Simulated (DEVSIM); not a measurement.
System: Ni/SiO2/n-Si capacitor, at 300 K.

| layer (left to right) | material | thickness (nm) | Nd (cm⁻³) |
|---|---|---|---|
| 1 | SiO2 | 13.0 | - |
| 2 | Si | 7200 | 6.3e15 |

Metal gate on the left, work function 5.1 eV. Fixed charge at the semiconductor interface -1.2e11 cm⁻² (in units of +e); interface traps 4.7e10 cm⁻² eV⁻¹, uniform in energy, neutral level at 0.5 of the gap above the valence band.

The device is made up for the run: typed textbook-type constants, with dimensions and the other settings drawn at random. Values at 300 K.

```tsv
parameter	SiO2	Si
gap (eV)	9	1.124
affinity (eV)	0.9	4.05
permittivity	3.9	11.7
Nc (cm⁻³)	-	2.86e19
Nv (cm⁻³)	-	3.1e19
```

Model (solved in DEVSIM): 1D Poisson equation in equilibrium, Boltzmann statistics, complete ionisation; no quantum confinement or tunnelling. Metal contacts follow the ideal Schottky-Mott rule: no Fermi-level pinning, no interface dipoles.

The substrate doping was swept, all else fixed.

```tsv
substrate doping (cm^-3)	minimum of the low-frequency capacitance (μF/cm²)	flat-band voltage (V)	threshold voltage (band bending 2φF) (V)
3.2e14	0.0151	0.84	0.26
6.3e14	0.0175	0.85	0.23
1.3e15	0.0210	0.87	0.19
3.2e15	0.0278	0.90	0.13
6.3e15	0.0339	0.91	0.07
1.3e16	0.0427	0.93	-0.02
```

From the first row to the last the minimum of the low-frequency capacitance goes from 0.0151 to 0.0427. From the first row to the last the flat-band voltage goes from 0.84 to 0.93.
